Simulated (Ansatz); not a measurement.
We consider cubic perovskite KMgF3, described by HSE06 in Ansatz (plane waves, PAW).

Input:

Ansatz 0.2 input:
```yaml
crystal:
  lattice:
    - [4.0054466823, 0.0, 0.0]
    - [0.0, 4.0054466823, 0.0]
    - [0.0, 0.0, 4.0054466823]
  atoms:
    - { symbol: K, position: [0.0, 0.0, 0.0] }
    - { symbol: Mg, position: [0.5, 0.5, 0.5] }
    - { symbol: F, position: [0.5, 0.0, 0.5] }
    - { symbol: F, position: [0.0, 0.5, 0.5] }
    - { symbol: F, position: [0.5, 0.5, 0.0] }
basis:
  ecutwfc: 460
  ecutrho_ratio: 4
  xc_grid: 2
kpoints:
  mp_grid: { grid: [6, 6, 6] }
hamiltonian:
  xc: hse06
  dispersion: none
  pseudopotentials: { kind: paw }
scf:
  occupations: { method: fermi_dirac, width: 0.01 }
  convergence: { dr2_threshold: 0.0000000005 }
output:
  forces: true
  stress: true
  eigenvalues: true
```

Output (set-up and result lines):

```
WARN output.stress: scf.exx.energy_threshold = 1e-6 eV is looser than the 5e-8 eV advised for a stress under a hybrid functional (1e-8 eV for each atom of the …
Crystal: 5 atoms, lattice volume = 64.262 Å³
Basis set: ecut = 460 eV, 1419 PW (Γ), exchange–correlation on 60×60×60 points (8 copies of the dense FFT grid, shifted against one another)
Bands: 25, of which v1, the nominal top of the filled ones, is band 20 counted from 1 (19 counted from 0)
Symmetry: 48 space group operations
Space group: Pm-3m (ITA 221), of the structure as read, at distance tolerance 4.0e-5 Å
k-points: 20 of 216
SCF iter   1: F=—  HF=-5894.730531 eV  |F-HF|=—  |Δ(HF+E_count)|=         —  Δρ=9.82e-4  dr2=1.73e-4
SCF iter   2: F=-5894.730893 eV  HF=-5894.730798 eV  |F-HF|=9.47e-5  |Δ(HF+E_count)|=   2.67e-4  Δρ=4.83e-4  dr2=2.22e-5
Crystal: 5 atoms, lattice volume = 64.262 Å³
Initial density: handed on by an earlier stage of this run
  ...
Crystal: 5 atoms, lattice volume = 64.262 Å³
SCF iter   5: F=—  HF=-5895.566463 eV  |F-HF|=—  |Δ(HF+E_count)|=   6.03e-9  Δρ=3.23e-6  dr2=3.89e-9
SCF iter   6: F=-5895.566463 eV  HF=-5895.566463 eV  |F-HF|=1.56e-10  |Δ(HF+E_count)|=   1.30e-9  Δρ=6.70e-7  dr2=1.72e-10
SCF 3 converged in 6 iterations: F = -5895.566463 eV  dr2 = 1.72e-10
Free energy (F): -5895.566463 eV
Internal energy: -5895.566463 eV  (E = F + TS)
E sigma→0 (E₀):  -5895.566463 eV
Fermi energy:    5.745532 eV
--- Forces (eV/Å), atoms counted from 1 ---
  atom   1  K     -0.00000000    -0.00000000    -0.00000000
  atom   2  Mg     0.00000000    -0.00000000    -0.00000000
  atom   3  F      0.00000000    -0.00000000    -0.00000000
  atom   4  F      0.00000000    -0.00000000    -0.00000000
  atom   5  F     -0.00000000     0.00000000     0.00000000
--- Stress (GPa, compression-positive) ---
       -0.001218      -0.000000       0.000000
       -0.000000      -0.001218       0.000000
        0.000000       0.000000      -0.001218
  P = ⅓ Tr σ = -0.0012 GPa (-0.012 kbar)
```

The PAW data were made under PBE.

Ansatz is an electronic-structure program.
